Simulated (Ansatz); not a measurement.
Base system: TiO2 in the anatase structure (space group I4_1/amd, No. 141; a = 3.778 Å, c = 9.584 Å).

Method: r2SCAN (Ansatz, a first-principles code, PAW, scalar-relativistic without spin-orbit coupling).

One change was made to it. Results:

The band gap shrinks by 0.024 eV to 2.50 eV; the width of the top valence band increases by 0.03 eV, from 0.87 eV to 0.90 eV; the volume per atom decreases by 0.29 Å³, from 11.40 Å³ to 11.11 Å³; the smallest direct gap goes up by 0.03 eV, from 2.87 eV to 2.90 eV.

**Question.** What was done to the base?
A. pressure −1 GPa
B. pressure 1.5 GPa
C. pressure 5 GPa

**Answer.** C, pressure 5 GPa. For comparison, the volume per atom in the other runs: pressure −1 GPa gives 11.46 Å³; pressure 1.5 GPa gives 11.31 Å³.

Load acts through the strain it causes; cell and atoms are relaxed under it. Whether these cells are dynamically stable was not tested. Competing high-pressure phases were not computed. All final runs are without spin polarisation.
